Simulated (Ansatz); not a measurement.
The parent structure is GaN in the zinc blende structure (space group F-43m, No. 216; a = 4.549 Å).

Computed with DFT with PBE, PAW potentials and a 420 eV plane-wave cutoff in Ansatz (a first-principles code), spin-orbit coupling left out.

Strains are applied to the cell and any free atomic positions relax.

One change was made to it. Results:

The pressure goes from zero to 8.63 GPa; the energy increases by 14 meV/atom.

**Question.** Which change produced these results?
(A) isotropic strain +3.00 %
(B) isotropic strain −1.50 %
(C) isotropic strain +0.50 %
(D) isotropic strain +2.00 %
(E) isotropic strain −3.00 %

**Answer.** B, isotropic strain −1.50 %. For comparison, the energy relative to the base in the other runs: isotropic strain −3.00 % gives +57 meV/atom; isotropic strain +0.50 % gives +1.4 meV/atom; isotropic strain +2.00 % gives +21 meV/atom; isotropic strain +3.00 % gives +46 meV/atom.

No phonon test of stability was made. This is not the structure that GaN has at room temperature and ambient pressure.
